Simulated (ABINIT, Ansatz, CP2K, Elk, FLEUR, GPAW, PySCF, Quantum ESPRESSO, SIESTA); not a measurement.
## Code comparison for AlN (F-43m, 2 atoms in the cell)

Self-consistent single point.

```
AlN
1.0
    0.00000     2.18399     2.18399
    2.18399     0.00000     2.18399
    2.18399     2.18399     0.00000
Al N
1 1
Direct
  0.00000   0.00000   0.00000
  0.75000   0.75000   0.75000
```

All programs got the same cell, k-point mesh and kind of occupations (some realise fixed ones as a very narrow smearing) (in Ansatz's words: kpoints.mp_grid.grid = 7 7 7; scf.occupations.method = fixed); potentials, basis and cutoffs are each program's usual ones.

```
code                                                                                                                                 model  gap on the mesh (eV)  k-points           cutoff
----------------  ------------------------------------------------------------------------------------------------------------------------  --------------------  --------  ---------------
Elk                                                    LDA (PW92), all-electron FP-LAPW, Elk's shipped species files, default APW+lo basis                 3.549        30          default
Quantum ESPRESSO                                                                       LDA (PZ), GBRV 1.5 ultrasoft (LDA) pseudopotentials                 3.519        20            40 Ry
Ansatz                                                                                                 LDA (PW92), PAW files made with PBE                 3.542        20           420 eV
FLEUR                                                         LDA (Perdew-Zunger), all-electron FLAPW (FLEUR), scalar-relativistic valence                 3.540        30  Kmax 4.5 1/bohr
PySCF                            LDA, Gaussian basis gth-dzvp-molopt-sr, GTH pseudopotentials gth-pade, FFT density fitting with multigrid                 3.555       343      grid 150 Ha
GPAW                                                                         LDA (Perdew-Wang 92), GPAW PAW datasets LDA (gpaw-data 1.0.1)                 3.540        20           950 eV
SIESTA            LDA PW92, numerical atomic orbitals DZP, PseudoDojo LDA standard norm-conserving potentials (rewritten from UPF to PSML)                 3.571       172      grid 350 Ry
ABINIT                                                     LDA (PW92), norm-conserving pseudopotentials (PseudoDojo nc-sr-04 LDA standard)                 3.559        20          1143 eV
CP2K                                                  LDA (Pade form), GPW, DZVP-MOLOPT-SR-GTH basis, GTH-PADE potentials (GTH_POTENTIALS)                 3.554       172      grid 400 Ry
```

Gaps are read on the mesh. Another mesh or the band path gives a smaller gap, so these values are not converged in the mesh.

The spread over the programs that give each value: gap on the mesh within 0.052 eV.

The starting cell comes from a database of computed structures (which also holds hypothetical and non-ambient phases and stackings), without a prior relaxation at this level. On Ansatz's run: In the base run, with a pressure of about -4 GPa the cell is away from its equilibrium volume at this level. Another mesh or the band path of this cell gives a smaller gap, so this value is not converged in the mesh.

Task: Why do the programs differ, and what cannot be compared?

Result: Differences of this kind can come from the potentials, where these differ, and from what each basis and cutoff leave unconverged. The zero of total energies and Fermi levels follows the potentials and each program's conventions, so they are not compared here. PySCF, SIESTA and CP2K use small atom-centred bases, whose incompleteness enters pressures, forces and empty levels differently from a plane-wave cutoff. Elk and FLEUR treat all electrons, but the usual bases taken here (sphere radii, linearisation, local orbitals, empty states) were not tested for convergence, so the values are no reference for the others. The same LDA comes in different parametrisations, which differ slightly. The programs reduce the same mesh by symmetry to different extents, which changes the work and not the result. In the pressure, Quantum ESPRESSO (by 1.24) and SIESTA (by 1.14) lie more than 1 GPa from the median of the plane-wave programs.

Ansatz is an electronic-structure program.

Keys are those of Ansatz 0.2.
